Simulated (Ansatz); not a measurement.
The parent structure is AlN in the wurtzite structure (space group P6_3mc, No. 186).

```
AlN
1.0
    3.10656     0.00000     0.00000
   -1.55328     2.69036     0.00000
    0.00000     0.00000     4.97805
Al N
2 2
Direct
  0.33333   0.66667   0.99658
  0.66667   0.33333   0.49658
  0.33333   0.66667   0.37822
  0.66667   0.33333   0.87822
```

Method: DFT with r2SCAN, PAW potentials and a 500 eV plane-wave cutoff in Ansatz (a program for electronic structure), no spin-orbit coupling, earlier PAW set.

Modification: B takes the place of Al on all its sites, then cell and atoms are relaxed.

Measured lattice parameter a: AlN 3.1113 Å (0 K or low temperature; as listed in arXiv:1206.3780); BN 2.55 Å (temperature not stated; as listed in K. Doll, J. C. Schön, M. Jansen, Physical Review B (2008)).

**Question.** How well does r2SCAN reproduce the measured shift?

**Answer.** With r2SCAN the lattice parameter a moves by -0.563 Å (3.107 → 2.543) against -0.561 Å measured.

Whether these cells are dynamically stable was not tested.
